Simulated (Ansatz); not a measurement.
Functionals compared on a constructed model of the (0001) surface of hcp Re, a pseudomorphic layer of Ga in the host's stacking (bottom of the slab: a bare face, its two planes held), in Ansatz (plane waves, PAW). The structure was relaxed with PBE; the other rows are single points on it. Cutoff 420 eV (500 eV for r2SCAN).

Set-up: 7 atoms, 13.6 Å thick at the start; mesh 15x15x1; 0.1 eV smearing; dipole correction on; 2 atoms held, the rest relaxed; symmetry of the start imposed; no spin, no spin-orbit, no U. It is one candidate, not shown to be the stable structure of the face. These notes are the PBE run's.

| functional | work function of the top face (eV) | rough cost of the single point |
|---|---|---|
| PBE | 4.19 | – |
| RPBE | 4.06 | very roughly 27 core-seconds |
| r2SCAN | 4.25 | very roughly 40 core-seconds |

Ansatz is a first-principles code.
